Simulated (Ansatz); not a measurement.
Data:

```xyz
3
Lattice="3.7754 0.0000 0.0000 -1.8877 3.2696 0.0000 0.0000 0.0000 18.9363" Properties=species:S:1:pos:R:3 pbc="T T T"
Sn     0.0000     0.0000     9.4681
S      0.0000     2.1797    10.9208
S      1.8877     1.0899     8.0155
```

Level of theory: PBE, rigid bands (plane waves, PAW, scalar-relativistic; Ansatz, an electronic-structure program). Condition of this run: biaxial strain +2 %. How the cell was made: cell and atoms relaxed with PBE, then loaded as said.

What conductivity effective mass do dilute holes have at 300 K?

0.75 mₑ.

What conductivity effective mass do dilute electrons have at 300 K?

0.42 mₑ.

And the band gap?

1.61 eV at this level; semilocal functionals usually fall short of the measured gap.

Rigid bands, one relaxation time for all states, no polarons. Spin-orbit coupling is left out; where it splits the top of the valence band it changes the hole mass and lowers the gap by about a third of the splitting.
